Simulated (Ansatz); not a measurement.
# Pressure series in TiS2

The parent structure is TiS2 in the CdI2 type structure (space group P-3m1, No. 164; layered, stacked along the Cartesian z axis).

```
CELL_PARAMETERS angstrom
      3.36059     0.00000     0.00000
     -1.68029     2.91036     0.00000
      0.00000     0.00000     5.52244
ATOMIC_POSITIONS crystal
  Ti 0.00000 0.00000 0.00000
  S  0.33333 0.66667 0.25857
  S  0.66667 0.33333 0.74143
```

Cell and atoms are relaxed at each pressure.

Method: Ansatz (a quantum-chemistry and plane-wave program) PBE-D3(BJ), spin-orbit coupling left out.

```csv
change,shortest interatomic distance,c/a ratio
base,2.409 Å,1.643
pressure −2 GPa,2.422 Å,[?]
pressure −1 GPa,2.415 Å,1.667
pressure 1.8 GPa,2.399 Å,1.621
pressure 4.2 GPa,2.387 Å,1.606
pressure 9 GPa,2.366 Å,1.595
pressure 18 GPa,2.335 Å,1.598
pressure 30 GPa,2.302 Å,1.616
pressure 45 GPa,[?],1.642
pressure 60 GPa,2.246 Å,1.667
```

### Question
Fill in the withheld entries from the trend.

### Answer

- pressure −2 GPa, c/a ratio: 1.722
- pressure 45 GPa, shortest interatomic distance: 2.271 Å

Load acts through the strain it causes; cell and atoms are relaxed under it. Whether these cells are dynamically stable was not tested. No other phases were tried under pressure. The final runs are not spin-polarised.
